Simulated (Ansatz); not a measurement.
By PBEsol, the system below comes out a metal.

Without scattering a metal conducts by its projected Fermi surface.

```
CELL_PARAMETERS angstrom
      2.83944     0.00000     0.00000
      0.00000     2.91659     0.00000
      0.00000    -1.45830     2.52584
ATOMIC_POSITIONS crystal
  W  0.00000 0.00000 0.00000
  C  0.50000 0.33333 0.66667
```

The cell is taken as given; by PBEsol it stands under a pressure of -6.5 GPa.

The current flows along the normal of the first two printed cell vectors, the (100) plane of the conventional cell. No spin-orbit coupling; the value is a mean over 0.1 eV about the Fermi level.

Problem. Compute, with PBEsol (Ansatz, a quantum-chemistry and plane-wave program), the ballistic conductance per area.

Solution. 0.29 × 10¹⁵ S/m² for both spins.
